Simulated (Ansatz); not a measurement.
## BaTe: energy against strain

BaTe (rock salt, Fm-3m, 41.807 Å³/atom at rest, cube axes along x, y and z) under a strain ε along a cube axis (axis z), the other axes held. PBEsol in Ansatz, a plane-wave DFT program (PAW, default set), 420 eV, 8×8×8 Γ-centred mesh, Fermi-Dirac smearing 0.05 eV; ions are relaxed within the symmetry of each cell.

Here s stands for strain and y for E less E0.

```csv
strain (%),E less E0 (meV/atom)
-1.50,2.46
-1.00,1.07
-0.50,0.26
0.00,0.00
0.50,0.25
1.00,0.98
1.50,2.15
3.00,?
```

Question: Fit y against s with a parabola, and predict the withheld value at s = 3.00.

Answer: Least squares gives y = 0.000 - 0.0800·s + 1.0248·s². Residuals (row less fit): 0.034, -0.035, -0.036, 0.000, 0.034, 0.035, -0.036; standard error 0.043 (degrees of freedom: 4). Twice the quadratic coefficient over the volume, 2 × 1.0248 meV × 10⁴ × 0.1602 / 41.807 Å³, is the elastic constant C11 = 79 ± 1.4 GPa. At the withheld row, y = 0.000 - 0.0800 × 3.0 + 1.0248 × 3.0² = 8.983 meV/atom. The calculation gives 8.04 meV/atom, 0.943 meV/atom below the prediction (11.7 % of the range of y in the table). The row lies outside the fitted rows, so this is an extrapolation. From the scatter of the fitted rows alone, a prediction at this place has a standard error of 0.164 meV/atom, so the miss is 5.7 times that.

One order more, fitted to all 13 runs of the series, follows each within 0.01, so the miss is the next term of a smooth law. Rows are the converged runs of the series near zero and its far end; series whose fitted rows scatter by over a few per cent of the range, as at a crossing or softening among them, aren't shown in this form. Most that stay on the fit to the last digits aren't either.
